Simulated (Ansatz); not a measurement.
## Competing hops of interstitial Mg in amorphous Si24N32 (a melt-quenched model of 56 atoms), charge state +2

System: interstitial Mg in amorphous Si24N32 (a melt-quenched model of 56 atoms) (charge state +2). The numbers are results of PBE, PAW (plane waves to 420 eV; Ansatz, a program for electronic structure), not measurements.

Settings: 56 host sites, the glass model's own volume, the Γ point alone, smearing 0.01 eV, spin-restricted, no image-charge correction. Static, classical nuclei. This is one neighbourhood of one small, fast-quenched model, and the added charge may sit on a native defect of the glass. The charge state is imposed; whether it is stable for some Fermi level was not computed. Sites that were not tried may lie lower.

Barriers: single points on a 2×2×2 k-point mesh shifted by half a step at the bands' geometries.

```json
[
 {"Route": "a direct jump of one Mg atom", "Start site over the lowest site run (eV)": "0.00", "Hop (Å)": "2.66", "Forward barrier (eV)": "1.39", "Backward barrier (eV)": "0.14", "Neighbours at the start": "N at 2.09, N at 2.12, N at 2.23, N at 2.55, N at 2.64; Si at 2.54 Å", "Neighbours at the saddle": "N at 2.05, N at 2.25, N at 2.27, N at 2.55; Si at 2.56 Å", "Saddle order": "not checked", "Forward, on the band's own sampling (eV)": "1.34"}
]
```

Paths come from climbing-image nudged elastic band runs.  

The whole set of runs took very roughly 0.4 core-hours.
